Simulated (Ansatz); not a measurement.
Base system: TeS₂ in the CdI2 type structure (space group P-3m1, No. 164; a = 3.7920 Å, c = 5.7005 Å; a hypothetical phase, not in the database extracts checked; layered, stacked along the Cartesian z axis).

(Cell as relaxed with PBE-D3(BJ).)

Levels (all Ansatz, a first-principles code, PAW): PBE-D3(BJ) (420 eV, no spin-orbit coupling); r2SCAN+rVV10 (500 eV, no SOC).

Each level relaxes its own structure.

| base | PBE-D3(BJ) | r2SCAN+rVV10 |
|---|---|---|
| volume per atom | 23.66 Å³ | 24.54 Å³ |
| lattice parameter a | 3.792 Å | 3.795 Å |
| band gap | 0.12 eV | 0.37 eV |

It is then changed as follows: a free-standing slab of 3 layers (9 atoms, 3 a layer) is cut normal to the stacking axis, with 15 Å of vacuum and the in-plane cell relaxed.

```json
[
 {"quantity": "shift of the gap caused by the change", "PBE-D3(BJ)": "+0.28 eV", "r2SCAN+rVV10": "+0.20 eV"},
 {"quantity": "electron mass (in plane)", "PBE-D3(BJ)": "0.13 mₑ (at Γ)", "r2SCAN+rVV10": "0.14 mₑ (at Γ)"},
 {"quantity": "excess energy per area of both faces (slab less bulk energy over the cell's area: twice a surface energy) (uncertain by up to 0.1 J/m²)", "PBE-D3(BJ)": "0.4 J/m²", "r2SCAN+rVV10": "0.3 J/m²"},
 {"quantity": "band gap", "PBE-D3(BJ)": "0.40 eV", "r2SCAN+rVV10": "0.57 eV"},
 {"quantity": "hole mass (in plane)", "PBE-D3(BJ)": "0.87 mₑ (at K)", "r2SCAN+rVV10": "0.95 mₑ (at K)"}
]
```

PBE-D3(BJ)'s shift of the gap caused by the change lies 0.072 eV above r2SCAN+rVV10's; PBE-D3(BJ)'s band gap lies 0.175 eV below r2SCAN+rVV10's. Neither level is exact; r2SCAN+rVV10 is the comparison here, not a measurement.

Slab and bulk use different k-meshes, which limits the precision of the excess energy. With Te present, leaving out spin-orbit coupling can change the band edges. Masses are band curvatures over ±0.01 Å⁻¹ around the edge. Stability against distortions was not tested. The zero or small gap of TeS2 can change with the level of theory.
